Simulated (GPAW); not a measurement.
GPAW run on MgTiF₆ (R-3, 8 atoms in the cell): self-consistent single point.

Level of theory: PBEsol, GPAW PAW datasets PBEsol (made by gpaw-setup) (plane waves; GPAW).

The change in words: lattice scaled by 1.03. Reference geometry:
```
CELL_PARAMETERS angstrom
      2.60828     1.50589     4.44451
     -2.60828     1.50589     4.44451
      0.00000    -3.01178     4.44451
ATOMIC_POSITIONS crystal
  Mg 0.50000 0.50000 0.50000
  Ti 0.00000 0.00000 0.00000
  F  0.67162 0.84246 0.24225
  F  0.32838 0.15754 0.75775
  F  0.24225 0.67162 0.84246
  F  0.75775 0.32838 0.15754
  F  0.84246 0.24225 0.67162
  F  0.15754 0.75775 0.32838
```

Reference input (self-consistent single point, DFT PBEsol, plane waves, GPAW PAW datasets PBEsol (made by gpaw-setup)): mode = pw; ecut = 900 eV; xc = PBEsol; kpts = 4 4 4; mesh shift (steps) = 0 0 0; occupations.name = fermi-dirac; occupations.width = 0.01 eV; nbands = -8; convergence.bands = -6; symmetry.symmorphic = false; symmetry.tolerance = 0.0005; maxiter = 120. This run's input differs from it in these lines:

```diff
@@ -5,13 +5,13 @@
 atoms = Atoms(['Mg', 'Ti', 'F', 'F', 'F', 'F', 'F', 'F'],
-              cell=[[2.608280, 1.505891, 4.444507],
-                    [-2.608280, 1.505891, 4.444507],
-                    [0.000000, -3.011782, 4.444507]],
-              positions=[[0.000000, 0.000000, 6.666760],
+              cell=[[2.686528, 1.551068, 4.577842],
+                    [-2.686528, 1.551068, 4.577842],
+                    [0.000000, -3.102135, 4.577842]],
+              positions=[[0.000000, 0.000000, 6.866763],
                          [0.000000, 0.000000, 0.000000],
-                         [-0.445591, 1.550431, 7.806008],
-                         [0.445591, -1.550431, 5.527513],
-                         [-1.119917, -1.161108, 7.806008],
-                         [1.119917, 1.161108, 5.527513],
-                         [1.565508, -0.389323, 7.806008],
-                         [-1.565508, 0.389323, 5.527513]],
+                         [-0.458958, 1.596944, 8.040188],
+                         [0.458958, -1.596943, 5.693338],
+                         [-1.153515, -1.195941, 8.040188],
+                         [1.153515, 1.195942, 5.693338],
+                         [1.612473, -0.401002, 8.040188],
+                         [-1.612473, 0.401003, 5.693338]],
               pbc=True)
```

Log, with long lists cut:

```
     iter     time        total  log10-change:
                         energy   eigst   dens
iter:   1 --:--:--   -53.358634   +0.02
iter:   2 --:--:--   -51.848873   -0.83  -1.14
iter:   3 --:--:--   -48.423042   -0.07  -1.19
iter:   4 --:--:--   -48.455063   -1.56  -1.51
iter:   5 --:--:--   -48.590412   -1.37  -1.51
iter:   6 --:--:--   -48.427426   -1.29  -1.81
iter:   7 --:--:--   -48.471789   -1.29  -2.10
iter:   8 --:--:--   -48.386649   -1.98  -2.03
iter:   9 --:--:--   -48.381695   -2.78  -2.71
iter:  10 --:--:--   -48.381232c  -3.34  -2.90
iter:  11 --:--:--   -48.380989c  -3.39  -3.05
iter:  12 --:--:--   -48.380377c  -3.81  -3.03
iter:  13 --:--:--   -48.380375c  -4.85  -3.50
iter:  14 --:--:--   -48.380407c  -4.83  -3.58
   [... 2 lines left out ...]
iter:  17 --:--:--   -48.380382c  -5.19  -3.67
iter:  18 --:--:--   -48.380379c  -6.20  -3.89
iter:  19 --:--:--   -48.380374c  -6.95  -3.97
iter:  20 --:--:--   -48.380365c  -6.18  -3.98
iter:  21 --:--:--   -48.380370c  -6.24  -4.01c
iter:  22 --:--:--   -48.380367c  -5.72  -4.20c
iter:  23 --:--:--   -48.380367c  -6.70  -4.42c
iter:  24 --:--:--   -48.380367c  -6.52  -4.44c
iter:  25 --:--:--   -48.380367c  -6.51  -4.72c
iter:  26 --:--:--   -48.380366c  -8.22c -4.75c
Converged after 26 iterations.

Dipole moment: (0.000000, -0.000001, -0.000000) |e|*Ang

Energy contributions relative to reference atoms: (reference = -44871.511849)

Kinetic:        +31.393755
Potential:      -40.796762
External:        +0.000000
XC:             -39.338690
Entropy (-ST):   -0.000000
Local:           +0.361331
SIC:             +0.000000
--------------------------
Free energy:    -48.380366
Extrapolated:   -48.380366

Showing only first 2 kpts
 Kpt  Band  Eigenvalues  Occupancy
  0    30     -2.26598    2.00000
  0    31     -2.26598    2.00000
  0    32      2.07725    0.00000
  0    33      2.07726    0.00000

  1    30     -2.46522    2.00000
  1    31     -2.38310    2.00000
  1    32      2.09618    0.00000
  1    33      2.12899    0.00000

Fermi level: -0.02625

Gap: 4.337 eV
Transition (v -> c):
   [... lines left out ...]
Direct gap: 4.343 eV
   [... lines left out ...]
  2 F     0.33737    0.62768    0.48156
  3 F    -0.33737   -0.62768   -0.48156
  4 F    -0.71227   -0.02167    0.48156
  5 F     0.71227    0.02167   -0.48156
  6 F     0.37490   -0.60601    0.48156
  7 F    -0.37490    0.60601   -0.48156

Stress tensor:
     0.056890    -0.000000    -0.000000
    -0.000000     0.056890    -0.000000
    -0.000000    -0.000000     0.057429
Stress (GPa, Voigt): [ 9.1148  9.1148  9.2012 -0.     -0.     -0.    ]
```

The run converged in 26 iterations. GPAW prints stress with tension positive. Against the reference run the free energy rises by 26.8 meV/atom, the largest force goes from 0.114 to 0.860 eV/Å and the gap on the mesh goes from 4.851 to 4.337 eV.

At such cutoffs GPAW's stress carries a finite-basis (Pulay) error, which enters relaxed cells too; its log prints stress with tension positive.

The starting cell comes from a database of computed structures (which also holds hypothetical and non-ambient phases and stackings), without a prior relaxation at this level. For this run, on top of that: lattice scaled by 1.03.

Cost on one core of a shared machine: roughly 2 min.
